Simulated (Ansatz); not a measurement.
Start from MgSnO$_{3}$ in the cubic perovskite structure (space group Pm-3m, No. 221; a = 3.9869 Å; a hypothetical phase, not in the database extracts checked).

Level of theory: PBEsol (Ansatz, a quantum-chemistry and plane-wave program, PAW, scalar-relativistic without spin-orbit coupling).

Before the change:

The pressure comes out as 0.1 kbar. The band gap comes out as 0.97 eV and the smallest direct gap is 2.09 eV. The electron mass is 0.22 mₑ (at Γ).

Perturbation: every lattice vector is stretched by 0.41 %, atoms relaxed at fixed cell.

Task: Predict the new pressure.

Result: The pressure shrinks by 19.9 kbar (0.1 kbar → -19.8 kbar).

Task: Estimate the effect on the band gap.

Result: The band gap decreases by 0.07 eV, from 0.97 eV to 0.90 eV.

Task: What happens to the smallest direct gap?

Result: The smallest direct gap decreases by 0.087 eV (2.09 eV → 2.01 eV).

Task: How does this affect the electron mass?

Result: The electron mass changes from 0.22 mₑ (at Γ) to 0.21 mₑ (at Γ).

The cells carry an imposed strain or load. Effective masses come from finite differences of ±0.01 Å⁻¹. Stability against distortions was not tested. Many cubic perovskites are stable only at high temperature; tilts and polar distortions were not tested.
